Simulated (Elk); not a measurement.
Band structure of HfSb4Mo (Cm, 6 atoms in the cell).

```
HfSb4Mo
1.0
    5.15911    -1.83344     0.00000
    5.15911     1.83344     0.00000
   -4.18047     0.00000     7.32575
Hf Sb Mo
1 4 1
Direct
  0.15139   0.15139   0.19076
  0.85895   0.85895   0.47690
  0.15648   0.15648   0.54617
  0.39566   0.39566   0.09418
  0.59104   0.59104   0.88389
  0.84752   0.84752   0.80810
```

Method of the run: LDA (PW92), all-electron FP-LAPW, Elk's shipped species files, APW+lo basis with extra local orbitals (Elk).

Settings: xctype = 3; rgkmax = 8; stype = 3; swidth = 0.00367493 Ha; ngridk = 4 4 2; gmaxvr = 14 1/bohr; nxlo = 2; lorbcnd = true; rmtscf = 0.95; lmaxi = 3.

The starting cell comes from a database of computed structures (which also holds hypothetical and non-ambient phases and stackings), without a prior relaxation at this level. Its lattice was rescaled by a random factor within 2.5 % of one. Spin-orbit coupling is off. Spin polarisation is off. Values depend on the basis (sphere radii, cutoffs, local orbitals), which need not be converged.

Levels in eV from the Fermi level, bands 47 to 54:
```
point     47     48     49     50    51    52    53    54
-----  -----  -----  -----  -----  ----  ----  ----  ----
X      -0.88  -0.74  -0.66  -0.20  0.91  1.13  1.55  1.71
Γ      -1.22  -1.04  -0.55  -0.48  0.78  1.11  1.71  2.18
Y      -1.73  -1.31  -0.60   0.03  0.39  1.20  1.58  1.71
```

Bands cross the Fermi level along this path, so the cell is metallic at this level.
